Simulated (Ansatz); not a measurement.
## ZrGeSe (space group P4/nmm, No. 129)

```cif
data_Ge2Se2Zr2
_chemical_formula_sum 'Zr2 Ge2 Se2'
_space_group_name_H-M_alt 'P 1'
_space_group_IT_number 1
_cell_length_a 3.68273
_cell_length_b 3.68273
_cell_length_c 8.25796
_cell_angle_alpha 90.000
_cell_angle_beta 90.000
_cell_angle_gamma 90.000
loop_
_space_group_symop_operation_xyz
  'x, y, z'
loop_
_atom_site_label
_atom_site_type_symbol
_atom_site_fract_x
_atom_site_fract_y
_atom_site_fract_z
_atom_site_occupancy
Zr1 Zr 0.00000 0.50000 0.73685 1
Zr2 Zr 0.50000 0.00000 0.26315 1
Ge1 Ge 0.00000 0.00000 0.00000 1
Ge2 Ge 0.50000 0.50000 0.00000 1
Se1 Se 0.50000 0.00000 0.62008 1
Se2 Se 0.00000 0.50000 0.37992 1
```

Method: PBEsol (Ansatz, a first-principles code), scalar-relativistic without spin-orbit coupling. Γ-centred 13×13×6 mesh, Fermi–Dirac width 0.05 eV.

| Item | Value |
|---|---|
| Volume per atom | 18.67 Å³ |
| Density | 7.20 g/cm³ |
| Band gap | zero |
| Total energy | -4603.253 eV/atom (σ→0; compares only within this code and set-up) |

Stability against distortions was not tested. All final runs are without spin polarisation. A zero or small gap of ZrGeSe can be the functional's error rather than a property of the material.
